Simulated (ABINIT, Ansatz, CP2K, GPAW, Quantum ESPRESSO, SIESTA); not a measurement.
**One structure in several programs: Sr (Fm-3m, 1 atom in the cell)**

Self-consistent single point.

```yaml
crystal:
  lattice:
    - [0.00000, 2.97586, 2.97586]
    - [2.97586, 0.00000, 2.97586]
    - [2.97586, 2.97586, 0.00000]
  atoms:
    - { symbol: Sr, position: [0.00000, 0.00000, 0.00000] }
```

Shared settings, as Ansatz (a first-principles code) writes them: kpoints.mp_grid.grid = 8 8 8; scf.occupations.method = fermi_dirac; scf.occupations.width = 0.0073 Ry. Potentials and cutoffs stand in the table.

| code | model | pressure (GPa) | cutoff |
|---|---|---|---|
| ABINIT | LDA (PW92), norm-conserving pseudopotentials (PseudoDojo nc-sr-04 LDA standard) | -0.94 | 68 Ry |
| GPAW | LDA (Perdew-Wang 92), GPAW PAW datasets LDA (gpaw-data 1.0.1) | -0.88 | 600 eV |
| Quantum ESPRESSO | LDA (PZ), PSlibrary ultrasoft (LDA, semicore) pseudopotentials | -0.98 | 45 Ry |
| SIESTA | LDA PW92, numerical atomic orbitals DZP, PseudoDojo LDA standard norm-conserving potentials (rewritten from UPF to PSML) | 3.16 | grid 400 Ry |
| Ansatz | LDA (PW92), default PAW files made with PBE | -0.94 | default |
| CP2K | LDA (Pade form), GPW, DZVP-MOLOPT-SR-GTH basis, GTH-PADE potentials (GTH_POTENTIALS) | -0.64 | grid 500 Ry |

The spread over the programs that give each value: pressure within 4.14 GPa.

SIESTA and CP2K use small atom-centred bases, whose incompleteness enters pressures, forces and empty levels differently from a plane-wave cutoff. Ansatz's pressure is given at a fixed set of plane waves, as the other plane-wave codes print theirs. The same LDA comes in different parametrisations, which differ slightly. In the pressure, SIESTA (by 4.10) lies more than 1 GPa from the median of the plane-wave programs.

The starting cell has typed, rounded lattice constants, without a prior relaxation at this level. Its lattice was rescaled by a random factor within 2.5 % of one.

Left out of this page: Elk and FLEUR (not drawn, or without a comparable value).

Keys are those of Ansatz 0.2.
